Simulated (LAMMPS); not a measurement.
MD of Cu (fcc) at zero pressure, 4000 atoms, as a crystal; each row is its own run.

Method: classical MD, pair style eam, the elements' _smf7.eam files (smf7) (LAMMPS).

```csv
T (K),volume (Å³/atom)
200,11.934
300,11.997
610,12.209
810,12.360
1220,12.732
1430,12.976
```

Question: Fit a straight line, y = a + b x, to these rows (x is the first column, y the second) and predict the run at x = 1020.

Answer: Least squares gives a = 11.731 and b = 0.0008359. At x = 1020 the fit predicts 12.584 Å³/atom. The run itself gave 12.5395 ± 0.0005 Å³/atom, so the fit is 0.36 % high.

Caution (row 1430): this crystal lies over the melting point of about 1240 K that EAM-type smf7 gives, so it is superheated.
